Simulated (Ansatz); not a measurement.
Take Pt in the fcc (Cu type) structure (space group Fm-3m, No. 225; a = 3.9198 Å; relaxed with 0.1 eV smearing) as the base. Axes: x, y, z lie along the cube axes.

Structures relaxed with PBEsol in Ansatz (plane waves to 420 eV, PAW, spin-orbit coupling left out).

Base:

Simulated powder pattern, Cu Kα1, λ = 1.54056 Å (kinematic, ideal powder, no thermal factors, no anomalous dispersion; the 8 strongest lines at most, above 2 %, up to 2θ = 90°):

```csv
2θ (°),I/Imax (%),hkl
39.80,100,(111)
46.29,49,(200)
67.53,33,(220)
81.35,40,(311)
85.80,12,(222)
```

Modification: compressive biaxial strain of 1.50 % in the plane normal to [001], as in epitaxy on a mismatched substrate; the out-of-plane cell vector and the atoms relax.

After the change:

Simulated powder pattern, Cu Kα1, λ = 1.54056 Å (kinematic, ideal powder, no thermal factors, no anomalous dispersion; the 8 strongest lines at most, above 2 %, up to 2θ = 90°):

| 2θ (°) | d (Å) | I/Imax (%) | hkl |
|---|---|---|---|
| 39.94 | 2.255 | 100 | (111) |
| 45.29 | 2.001 | 18 | (002) |
| 47.03 | 1.930 | 32 | (200) |
| 67.35 | 1.389 | 22 | (202) |
| 68.70 | 1.365 | 10 | (220) |
| 80.00 | 1.198 | 14 | (113) |
| 82.54 | 1.168 | 26 | (311) |
| 86.18 | 1.128 | 12 | (222) |

The indices refer to the base's conventional cell; one index is shown for lines that coincide. The space group is now I4/mmm (No. 139).

Stability against distortions was not tested. All final runs are without spin polarisation.

Ansatz is a quantum-chemistry and plane-wave program.
